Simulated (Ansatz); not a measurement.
Results of LDA in Ansatz (PAW) for NbAs2 (model structure, started from the MoP2 type, Cmc2₁, No. 36, 6 atoms in the cell).

Numerical settings: plane-wave cutoff 520 eV, 16×16×10 k mesh (along the axes of the cell as run), Fermi–Dirac smearing 0.05 eV, no spin polarisation, scalar-relativistic PAW data made under PBE.

Cell (relaxed at this level):

Space group Cmc2₁ (No. 36); a = 3.370 Å, b = 11.879 Å, c = 5.278 Å, α = β = γ = 90.00°

```
atom  site  symmetry       x       y       z
----  ----  --------  ------  ------  ------
Nb      4a       m..  0.0000  0.0904  0.4981
As      4a       m..  0.0000  0.4301  0.3687
As      4a       m..  0.0000  0.7066  0.2083
```
(The calculation used a cell of 6 atoms; values per cell refer to that cell.)

Predict the bulk modulus B0.


- bulk modulus B0: 137 GPa

Note: the bulk modulus is −V dP/dV from two relaxed cells at ±2 % in volume; the relaxation could raise the start's symmetry but not lower it, so the cell can be a saddle point.

Computed values are for the static lattice.

It cost about 40 core-minutes (a rough figure) of CPU time.

A model structure was made by putting elements into a prototype or built by hand; it is no filed structure, need not be a known phase, and can be a saddle point held by its symmetry.

Ansatz is a quantum-chemistry and plane-wave program.
